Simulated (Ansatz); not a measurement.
**Amorphous Ge12Sb12Te28C4**

It comes from a melt-quench run on a machine-learned potential (CHGNet), relaxed afterwards by DFT. It is a model cell: composition and starting density were chosen by hand, and all elements were melted together. The geometry includes D3(BJ) dispersion.

These are PBE-D3(BJ), scalar-relativistic without spin-orbit coupling, PAW (Ansatz default set, large-core Te) (plane waves to 420 eV; Ansatz, a quantum-chemistry and plane-wave program) values and carry that method's errors. Geometry, pressure, stress and energy are those of the PBE run. Its sampling: a 2×2×2 Γ-centred mesh; Fermi-Dirac width 0.05 eV; no spin polarisation. The levels at the Fermi energy are partly filled. A closed spacing in one fast-quenched cell at PBE doesn't show the material to be a metal.

The number of atoms in the cell is 56. The density (volume relaxed, with D3(BJ)) is 5.94 g/cm³ and the volume per atom comes out as 29.74 Å³. The pressure on a 2×2×2 Γ-centred mesh is 1.1 kbar. The largest force and stress component on that mesh (the relaxation ran on one k-point at (1/4, 1/4, 1/4)) comes out as 0.14 eV/Å and 0.5 GPa and the gap on a 2×2×2 Γ-centred mesh (PBE) comes out as within the smearing (under twice its width).

Bonds are counted up to Ge-Ge 2.78 Å, Ge-Sb 3.11 Å, Ge-Te 3.14 Å, Ge-C 2.34 Å, Sb-Sb 3.34 Å, Sb-Te 3.22 Å, Sb-C 2.58 Å, Te-Te 3.31 Å, Te-C 2.57 Å, C-C 1.82 Å.

```
Item                                                   Result
-----------------------  ------------------------------------
Mean coordination of Ge   3.58 (6 with 3, 5 with 4, 1 with 5)
Mean coordination of Sb   3.50 (7 with 3, 4 with 4, 1 with 5)
Mean coordination of Te           2.57 (12 with 2, 16 with 3)
Mean coordination of C              3.75 (1 with 3, 3 with 4)
Mean Sb-Te bond          2.960 Å (spread 0.099 Å, 34 counted)
Mean Ge-Te bond          2.794 Å (spread 0.098 Å, 32 counted)
```

Its density started from a set value of 5.61 g/cm³. The simulated quench (nominally 340 K/ps over its main leg) is rapid and tends to freeze in more defects than a deposited or slowly cooled glass has. A cell of this size samples the disorder only roughly. The volume was free in the relaxation, at fixed shape. Stress components on the final sampling reach 0.5 GPa. On a 2×2×2 Γ-centred mesh force components of up to 0.14 eV/Å stay, since the relaxation ran on one k-point at (1/4, 1/4, 1/4).
